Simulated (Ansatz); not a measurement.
The parent structure is SnSe2 in the rutile structure (space group P4_2/mnm, No. 136; a = 6.482 Å, c = 3.973 Å; a hypothetical phase, not in the database extracts checked). Axes: x, y, z lie along a, b, c of the conventional cell.

Level of theory: Ansatz (a quantum-chemistry and plane-wave program) r2SCAN, scalar-relativistic without spin-orbit coupling.

Before the change:

```
Quantity                        Result
-----------------------------  -------
Pressure                       0.0 GPa
Shortest interatomic distance  2.661 Å
```

Now apply this change: tensile biaxial strain of 3.89 % in the plane normal to [001], as in epitaxy on a mismatched substrate; the out-of-plane cell vector and the atoms relax.

Estimate the effect on the pressure.

The pressure (mean of the normal stresses, compression positive) goes from zero to -1.0 GPa.

What happens to the shortest interatomic distance?

The shortest interatomic distance drops by 0.019 Å (2.661 Å → 2.642 Å).

Stability against distortions was not tested. All final runs are without spin polarisation.
